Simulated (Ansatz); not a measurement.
**Zr2InN, pressure series**

Base system: Zr2InN (space group P6_3/mmc, No. 194; a = 3.262 Å, c = 14.799 Å; a cell from a computed database, its experimental status unchecked).

Cell and atoms are relaxed at each pressure.

Calculations: PBEsol/PAW in Ansatz (a quantum-chemistry and plane-wave program), scalar-relativistic without spin-orbit coupling.

Notes on the quantities. enthalpy: H = E + PV relative to the base's energy.

```csv
change,lattice parameter a,enthalpy
base,3.262 Å,–
pressure 0.3 GPa,3.260 Å,+0.03 eV/atom
pressure 0.7 GPa,3.257 Å,+0.07 eV/atom
pressure 1.5 GPa,3.251 Å,+0.16 eV/atom
pressure 3 GPa,3.240 Å,+0.32 eV/atom
pressure 5 GPa,3.227 Å,+0.52 eV/atom
pressure 7.5 GPa,3.211 Å,+0.78 eV/atom
```

Load acts through the strain it causes; cell and atoms are relaxed under it. Whether these cells are dynamically stable was not tested. No other phases were tried under pressure. The final runs are not spin-polarised.
